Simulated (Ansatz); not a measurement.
## PbTe: response to strain

Start from PbTe in the rock salt structure (space group Fm-3m, No. 225; a = 6.5343 Å). Axes: x, y, z lie along the cube axes.

Strains are applied to the cell and any free atomic positions relax; under biaxial strain the out-of-plane vector relaxes too.

Computed with plane-wave PAW DFT at the r2SCAN level (Ansatz, a program for electronic structure, 500 eV), no spin-orbit coupling.

```json
[
 {"biaxial strain, plane normal [111], relaxed out of plane (%)": "-2.5", "out-of-plane strain (%)": "2.56"},
 {"biaxial strain, plane normal [111], relaxed out of plane (%)": "-2.08", "out-of-plane strain (%)": "2.13"},
 {"biaxial strain, plane normal [111], relaxed out of plane (%)": "-1.67", "out-of-plane strain (%)": "1.71"},
 {"biaxial strain, plane normal [111], relaxed out of plane (%)": "-1.25", "out-of-plane strain (%)": "?"},
 {"biaxial strain, plane normal [111], relaxed out of plane (%)": "-0.83", "out-of-plane strain (%)": "0.86"},
 {"biaxial strain, plane normal [111], relaxed out of plane (%)": "-0.42", "out-of-plane strain (%)": "0.44"},
 {"biaxial strain, plane normal [111], relaxed out of plane (%)": "0", "out-of-plane strain (%)": "0.00"}
]
```

Fit ε⊥ = −νε + γε² (strains in %) to the rows shown and predict the withheld row.

Least squares on the printed values gives ν = 1.04 (the biaxial Poisson response) and γ = -0.006 (largest residual 0.01 %); this predicts 1.29 %, and the run gives 1.28 %, in agreement.

Whether these cells are dynamically stable was not tested.
